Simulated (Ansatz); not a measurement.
An Ansatz (a program for electronic structure) input (DFT with r2SCAN, PAW potentials and a 500 eV plane-wave cutoff in Ansatz, spin-orbit coupling left out):

Ansatz 0.2 input:
```yaml
crystal:
  lattice:
    - [4.3399908384, 0, 0]
    - [-2.1699954192, 3.7585423183, 0]
    - [0, 0, 7.0780265008]
  atoms:
    - { symbol: Cd, position: [0.6666666667, 0.3333333333, 0.000559793] }
    - { symbol: Cd, position: [0.3333333333, 0.6666666667, 0.500559793] }
    - { symbol: Se, position: [0.6666666667, 0.3333333333, 0.624640207] }
    - { symbol: Se, position: [0.3333333333, 0.6666666667, 0.124640207] }
basis: { ecutwfc: 500, ecutrho_ratio: 4, xc_grid: 4, fft_grid_basis: typed }
kpoints: { mp_grid: { grid: [9, 9, 5] } }
hamiltonian:
  xc: r2scan
  dispersion: none
  pseudopotentials: { kind: paw }
scf: { occupations: { method: fermi_dirac, width: 0.05 }, convergence: { dr2_threshold: 0.0000000004 } }
output: { forces: true, stress: true }
```

### Question
Which symmetry and how many k-points will the program report, and about how many plane waves at Γ?

### Answer
Space group P63mc (ITA 186) with 12 operations, k-points 36 of 405, and 2875 plane waves at Γ.

Stability against distortions was not tested. The cell is CdSe in the wurtzite structure (space group P6_3mc, No. 186).
